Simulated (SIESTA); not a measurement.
A relaxation of cell and atoms of Ag (Fm-3m, 1 atom in the cell) with SIESTA.

Level of theory: GGA PBE, numerical atomic orbitals TZP, PseudoDojo PBE standard norm-conserving potentials (rewritten from UPF to PSML) (SIESTA 5.4.2).

```xyz
1
Lattice="0.0000 2.0608 2.0608 2.0608 0.0000 2.0608 2.0608 2.0608 0.0000" Properties=species:S:1:pos:R:3 pbc="T T T"
Ag     0.0000     0.0000     0.0000
```

Reference input (self-consistent single point, DFT, GGA PBE, numerical atomic orbitals TZP, PseudoDojo PBE standard norm-conserving potentials (rewritten from UPF to PSML)): XC.functional = GGA; XC.authors = PBE; potentials = PseudoDojo PBE standard; PAO.BasisSize = TZP; PAO.EnergyShift = 0.01 Ry; MeshCutoff = 350 Ry; kgrid.MonkhorstPack = 9 9 9; OccupationFunction = MP; OccupationMPOrder = 0; ElectronicTemperature = 3156.43 K; MaxSCFIterations = 150; SCF.Mixer.Method = Pulay. This run's input differs from it in these lines:

```diff
@@ -40,2 +40,7 @@
 Diag.ParallelOverK           true
+MD.TypeOfRun                 Broyden
+MD.Steps                     40
+MD.MaxForceTol               0.02 eV/Ang
+MD.VariableCell              true
+MD.MaxStressTol              0.05 GPa
 WriteForces                  true
```

The program printed (abridged):

```
        iscf     Eharris(eV)        E_KS(eV)     FreeEng(eV)     dDmax    Ef(eV) dHmax(eV)
   scf:    1    -4203.394434    -4212.919089    -4212.931042  2.470556 -0.387032 13.099823
   scf:    2    -4219.018044    -4216.382728    -4216.388999  0.814220 -1.197243  6.003859
   scf:    3    -4217.637205    -4217.242380    -4217.247113  0.486026 -1.693669  0.411959
   scf:    4    -4217.216639    -4217.235914    -4217.240765  0.065150 -1.827911  0.586692
   scf:    5    -4217.248625    -4217.245188    -4217.250113  0.049738 -1.826491  0.015595
   scf:    6    -4217.245169    -4217.245180    -4217.250097  0.000764 -1.822297  0.031926
   scf:    7    -4217.245209    -4217.245203    -4217.250121  0.002477 -1.825675  0.002490
mix: Pulay -- inversion failed, > SVD [rank/size] 3 / 6
   scf:    8    -4217.245203    -4217.245203    -4217.250121  0.000190 -1.825350  0.000301
mix: Pulay -- inversion failed, > SVD [rank/size] 3 / 7
   scf:    9    -4217.245203    -4217.245203    -4217.250121  0.000006 -1.825349  0.000244
SCF Convergence by DM+H criterion
max |DM_out - DM_in|         :     0.0000056870
max |H_out - H_in|      (eV) :     0.0002437676
SCF cycle converged after 9 iterations

Using DM_out to compute the final energy and forces

siesta: E_KS(eV) =            -4217.2452

siesta: E_KS - E_eggbox =     -4217.2452

siesta: Atomic forces (eV/Ang):
     1    0.000000    0.000000    0.000000
   Tot    0.000000    0.000000    0.000000
   Max    0.000000
   Res    0.000000    sqrt( Sum f_i^2 / 3N )
   Max    0.000000    constrained

Stress tensor Voigt[x,y,z,yz,xz,xy] (kbar):       -1.10       -1.10       -1.10       -0.25       -0.25       -0.25
(Free)E + p*V (eV/cell)    -4217.2381
Target enthalpy (eV/cell)    -4217.2501

siesta: Stress tensor (static) (eV/Ang**3):
        -0.000685   -0.000154   -0.000154
   [... lines left out ...]
siesta: Pressure (static):          1.09766405  kBar
siesta: Pressure (total):          1.09766405  kBar
No target stress found, assuming hydrostatic MD.TargetPressure.
Target stress (kBar)
outcell: Cell volume (Ang**3)        :     17.5045
        iscf     Eharris(eV)        E_KS(eV)     FreeEng(eV)     dDmax    Ef(eV) dHmax(eV)
siesta: Pressure (static):          1.06170378  kBar
siesta: Pressure (total):          1.06170378  kBar
outcell: Cell volume (Ang**3)        :     17.5200
        iscf     Eharris(eV)        E_KS(eV)     FreeEng(eV)     dDmax    Ef(eV) dHmax(eV)
   [... lines left out ...]
               4dx2-y2
   1 19.000   1.993   0.780  -0.591   0.599   2.005   2.005   2.005   0.242
              0.242   0.242   1.624   1.624   1.681   1.624   1.681   0.027

              0.027   0.045   0.027   0.045   0.234   0.234   0.185   0.234

              0.185

mulliken: Qtot =       19.000

Mulliken Atomic Populations:
Atom #   charge [q] valence [e]  Species
     1     0.000000   19.000000  Ag
 Total     0.000000
```

The run converged. 

Summary of the result:
```
Property                                                                                                  Value
------------------------------------  -------------------------------------------------------------------------
Free energy E − TS                                                                                -4217.2501 eV
Fermi level (on the code's own zero)                                                                   -1.83 eV
Pressure                                                                                               0.00 GPa
Final cell                            a = 2.916 Å, b = 2.916 Å, c = 2.916 Å, α = 59.99°, β = 59.99°, γ = 59.99°
Final volume per atom                                                                                  17.52 Å³
Relaxation steps                                                                                              3
```

The starting cell comes from a database of computed structures (which also holds hypothetical and non-ambient phases and stackings), without a prior relaxation at this level. Its lattice was rescaled by a random factor within 2.5 % of one. Values carry the incompleteness of an atom-centred basis.
